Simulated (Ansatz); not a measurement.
Abridged Ansatz (a quantum-chemistry and plane-wave program) output:

```
Pseudopotential: Rh, paw, valence charge 17
Crystal: 1 atoms, lattice volume = 13.718 Å³
Basis set: ecut = 500 eV, 339 PW (Γ), exchange–correlation on 80×80×80 points (64 copies of the dense FFT grid, shifted against one another)
Bands: 13, of which v1, the nominal top of the filled ones, is band 9 counted from 1 (8 counted from 0)
Symmetry: 48 space group operations
k-points: 286 of 9261
Functional: x = r2scan, c = r2scan; τ floored in thin density (d = 2e-4 eV/Å³)
SCF iter   1: F=—  HF=-6415.266656 eV  |F-HF|=—  |Δ(HF+E_count)|=         —  Δρ=1.01e-2  dr2=3.81e-3  dr2_τ=9.82e-3  ethr=1.77e-3  ⟨swp⟩=5.5  Hψ=21204  notcnv=0
SCF iter   2: F=—  HF=-6415.277779 eV  |F-HF|=—  |Δ(HF+E_count)|=   1.11e-2  Δρ=5.45e-3  dr2=1.23e-3  dr2_τ=1.87e-4  ethr=2.24e-5  ⟨swp⟩=2.0  Hψ=8572  notcnv=0
SCF 1 converged in 8 iterations: F = -6415.278123 eV  dr2 = 1.25e-12
SCF converged after 8 iterations
Free energy (F): -6415.278123 eV
Internal energy: -6415.267871 eV  (E = F + TS)
E sigma→0 (E₀):  -6415.272997 eV
Entropy (-TS):   -0.010252 eV (-10.252 meV/atom)
Fermi energy:    22.266238 eV
--- Forces (eV/Å), atoms counted from 1 ---
  atom   1  Rh    -0.00000000     0.00000000     0.00000000
--- Stress (GPa, compression-positive) ---
        0.003204       0.000000      -0.000000
       -0.000000       0.003204      -0.000000
        0.000000      -0.000000       0.003204
  P = ⅓ Tr σ = 0.0032 GPa (0.032 kbar)
```

Problem. What was computed, and what are the main results?

Solution. Rh, 1 atom in the cell, with r2SCAN (Ansatz), no spin-orbit coupling. The last SCF converged to F = -6415.278123 eV, or -6415.2781 eV per atom, at a pressure of 0.00 GPa. The total energy compares only with runs of the same code, potentials and settings.

No phonon test of stability was made. All final runs are without spin polarisation. The cell is Rh in the fcc (Cu type) structure (space group Fm-3m, No. 225).
